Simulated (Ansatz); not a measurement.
# Os: uniaxial stress, 1 GPa compression along x

Take Os in the hcp (Mg type) structure (space group P6_3/mmc, No. 194; a = 2.738 Å, c = 4.318 Å; relaxed with 0.1 eV smearing) as the base. Axes: x lies along a and z along c of the hexagonal cell.

Now apply this change: uniaxial stress, 1 GPa compression along x; all other stress components relax to zero.

Level of theory: plane-wave PAW DFT at the r2SCAN level (Ansatz, an electronic-structure program, 500 eV), no spin-orbit coupling. k-mesh 24×24×13 (Γ-centred); smearing 0.1 eV (Fermi–Dirac).

| quantity | base | changed | shift |
|---|---|---|---|
| volume per atom | 14.02 Å³ | 14.01 Å³ | -0.01 Å³ |
| space group | P6_3/mmc (No. 194) | Cmcm (No. 63) | – |
| shortest interatomic distance | 2.676 Å | 2.676 Å | 0.000 Å |
| energy relative to the base (free energy F) | 0 meV/atom | +0.1 meV/atom | +0.1 meV/atom |
| band gap | zero | zero | – |
| strain response (xx, yy, zz) | – | (−0.15, +0.03, +0.03) % | – |

Beyond what the load breaks, stability against distortions was not tested. All final runs are without spin polarisation.
